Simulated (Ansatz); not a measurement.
**Nb: strain along the normal**

Nb (bcc, Im-3m, 17.530 Å³/atom at rest) under an equal strain ε in the (001) plane with the normal axis free, as in a coherent film. PBEsol in Ansatz, a plane-wave DFT program (PAW, default set), 420 eV, 28×28×28 Γ-centred mesh, Fermi-Dirac smearing 0.10 eV; ions are relaxed within the symmetry of each cell.

Here s stands for strain and y for normal strain.

```csv
strain (%),normal strain (%)
-3.00,?
-1.50,1.59
-1.00,1.06
-0.50,0.53
0.00,0.00
0.50,-0.54
1.00,-1.09
1.50,-1.65
```

The 7 complete rows are fitted with a straight line, y against s. Means: s 0, y -0.014. About the means, the sum of products is -7.5450 and the sum of squares of s is 7.0000; the slope is their ratio. Least squares gives y = -0.014 - 1.0779·s. Residuals (row less fit): -0.013, -0.004, 0.005, 0.014, 0.013, 0.002, -0.019; standard error 0.014 (degrees of freedom: 5). The slope, -1.08 ± 0.01, is the elastic response of the normal axis, −2C12/C11 for this plane.

### Question
What does the fit predict for y at s = -3.00, and how far is the calculated value from it?

### Answer
y = -0.014 - 1.0779 × (-3.0) = 3.220%. The calculation gives 3.21%, 0.010% below the prediction (0.2 % of the range of y in the table). The row lies outside the fitted rows, so this is an extrapolation. From the scatter of the fitted rows alone, a prediction at this place has a standard error of 0.021%, so the miss is 0.5 times that.

In a metal these values are sensitive to mesh and smearing; energies are taken to zero smearing, stresses follow the free energy. Rows are the converged runs of the series near zero and its far end; series whose fitted rows scatter by over a few per cent of the range, as at a crossing or softening among them, aren't shown in this form. Most that stay on the fit to the last digits aren't either.
